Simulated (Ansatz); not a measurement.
## BeTe under a change: isotropic strain +4.67 %

Start from BeTe in the zinc blende structure (space group F-43m, No. 216; a = 5.664 Å).

Now apply this change: every lattice vector is stretched by 4.67 %, atoms relaxed at fixed cell.

The values are results of PBE in Ansatz (plane waves to 420 eV, PAW, no spin-orbit coupling), not measurements. Settings: 10×10×10 k-points, 0.05 eV Fermi–Dirac smearing.

| quantity | base | changed | shift |
|---|---|---|---|
| volume per atom | 22.71 Å³ | 26.04 Å³ | +3.33 Å³ |
| space group | F-43m (No. 216) | F-43m (No. 216) | – |
| shortest interatomic distance | 2.452 Å | 2.567 Å | +0.115 Å |
| energy relative to the base (free energy F) | 0 meV/atom | +68 meV/atom | +68 meV/atom |
| pressure | 0.00 GPa | -5.87 GPa | -5.87 GPa |
| band gap | 2.03 eV | 2.31 eV | +0.28 eV |
| gap character | indirect, Γ → X | indirect, Γ → X | – |
| smallest direct gap | 3.64 eV | 2.78 eV | -0.86 eV |
| width of the top valence band | 3.12 eV | 2.53 eV | -0.59 eV |
| hole mass (degenerate bands, along [100]) | 0.20, 0.35, 0.35 mₑ (at Γ) | 0.18, 0.43, 0.43 mₑ (at Γ) | – |
| valley order (the lowest conduction-band minima on the path, energy above the VBM, named in the base's zone) | X along ⟨100⟩ 2.03 eV; L along ⟨111⟩ 3.04 eV | X along ⟨100⟩ 2.31 eV; L along ⟨111⟩ 2.69 eV; Γ 2.78 eV | – |

Final structure:

```
BeTe
1.0
    0.00000     2.96407     2.96407
    2.96407     0.00000     2.96407
    2.96407     2.96407     0.00000
Te Be
1 1
Direct
  0.75000   0.75000   0.75000
  0.00000   0.00000   0.00000
```

With Te present, leaving out spin-orbit coupling can change the band edges. Masses are band curvatures over ±0.01 Å⁻¹ around the edge. Stability against distortions was not tested.

Ansatz is an electronic-structure program.
